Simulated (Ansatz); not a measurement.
Take HgTe in the zinc blende structure (space group F-43m, No. 216; a = 6.510 Å) as the base. Axes: x, y, z lie along the cube axes.

Method: plane-wave PAW DFT at the PBEsol level (Ansatz, a quantum-chemistry and plane-wave program, 420 eV), spin-orbit coupling left out.

Strains are applied to the cell and any free atomic positions relax; under biaxial strain the out-of-plane vector relaxes too.

One change was made to it. Results:

The energy grows by 7.8 meV/atom; the shortest interatomic distance falls by 0.030 bohr (5.327 bohr → 5.297 bohr); the pressure (mean of the normal stresses, compression positive) goes from zero to 0.8 GPa.

Name the change that was made.
A. biaxial strain −3.00 %, plane normal [001], relaxed out of plane
B. biaxial strain −1.50 %, plane normal [001], relaxed out of plane
C. biaxial strain −0.50 %, plane normal [001], relaxed out of plane

A, biaxial strain −3.00 %, plane normal [001], relaxed out of plane. For comparison, the energy relative to the base in the other runs: biaxial strain −0.50 %, plane normal [001], relaxed out of plane gives +0.2 meV/atom; biaxial strain −1.50 %, plane normal [001], relaxed out of plane gives +1.9 meV/atom.

A case with no gap was solved on a k-mesh chosen for an insulator, which is coarse for it. No phonon test of stability was made. The final runs are not spin-polarised.
